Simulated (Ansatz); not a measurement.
Abridged Ansatz (a program for electronic structure) output:

```
Pseudopotential: Ba, paw, valence charge 10
Pseudopotential: Cu, paw, valence charge 19
Pseudopotential: S, paw, valence charge 6
Crystal: 5 atoms, lattice volume = 91.323 Å³
Basis set: ecut = 420 eV, 1809 PW (Γ), exchange–correlation on 96×96×96 points (8 copies of the dense FFT grid, shifted against one another)
Bands: 36, of which v1, the nominal top of the filled ones, is band 30 counted from 1 (29 counted from 0)
Symmetry: 16 space group operations
k-points: 59 of 512
Functional: x = pbe(κ = 0.804, μ = 0.2195149727645171), c = pbe(β = 0.06672455060314922), warm-up for x = pbe(κ = 0.804, μ = 0.2195149727645171) + 0.25 (exact …
SCF iter   1: F=—  HF=-21008.619868 eV  |F-HF|=—  |Δ(HF+E_count)|=         —  Δρ=2.71e-3  dr2=5.65e-3  ethr=1.77e-3  ⟨swp⟩=14.3  Hψ=11523  notcnv=4
SCF iter   2: F=—  HF=-21008.619983 eV  |F-HF|=—  |Δ(HF+E_count)|=   1.15e-4  Δρ=1.01e-3  dr2=9.96e-4  ethr=9.42e-6  ⟨swp⟩=7.1  Hψ=7690  notcnv=0  defer=47
SCF 1 stopped early in 4 iterations: F = -21008.619931 eV  dr2 = 1.32e-5
Crystal: 5 atoms, lattice volume = 91.323 Å³
Functional: x = pbe(κ = 0.804, μ = 0.2195149727645171) + 0.25 (exact − pbe) at short range (hse, ω = 0.20786987370883472 Å⁻¹), c = pbe(β = 0.06672455060314922); HSE06 as pw.x's `hse` composes it (authors' and Libxc's form: `xc: wpbeh`)
SCF iter   1: F=—  HF=-21013.469932 eV  |F-HF|=—  |Δ(HF+E_count)|=         —  Δρ=4.11e-2  dr2=1.24e0  ethr=2.21e-7  ⟨swp⟩=11.9  Hψ=13706  notcnv=0
SCF iter   2: F=—  HF=-21013.669232 eV  |F-HF|=—  |Δ(HF+E_count)|=   1.99e-1  Δρ=4.95e-2  dr2=2.03e0  ethr=2.21e-7  ⟨swp⟩=9.4  Hψ=13221  notcnv=0  defer=16
SCF 2 stopped early in 10 iterations: F = -21013.259511 eV  dr2 = 1.75e-5
Crystal: 5 atoms, lattice volume = 91.323 Å³
SCF iter   1: F=—  HF=-21013.259254 eV  |F-HF|=—  |Δ(HF+E_count)|=         —  Δρ=1.02e-4  dr2=1.09e-5  ethr=1.54e-6  ⟨swp⟩=5.6  Hψ=4782  notcnv=0
SCF iter   2: F=—  HF=-21013.259256 eV  |F-HF|=—  |Δ(HF+E_count)|=   2.44e-6  Δρ=2.39e-5  dr2=4.77e-7  ethr=4.25e-10  ⟨swp⟩=4.5  Hψ=11212  notcnv=0  defer=13
SCF 3 converged in 3 iterations: F = -21013.259258 eV  dr2 = 3.80e-8
Free energy (F): -21013.259258 eV
Internal energy: -21013.259258 eV  (E = F + TS)
E sigma→0 (E₀):  -21013.259258 eV
Fermi energy:    11.749894 eV
```

Task: What was computed, and what are the main results?

Result: BaCu2S2, 5 atoms in the cell, with HSE06 in Ansatz (plane waves to 420 eV, PAW, no SOC). The last SCF converged to F = -21013.259258 eV, or -4202.6519 eV per atom. The total energy compares only with runs of the same code, potentials and settings.

Single points use the geometry relaxed with PBEsol. No phonon test of stability was made. All final runs are without spin polarisation. The cell is BaCu$_{2}$S$_{2}$ (space group I4/mmm, No. 139; a cell from a computed database, its experimental status unchecked).
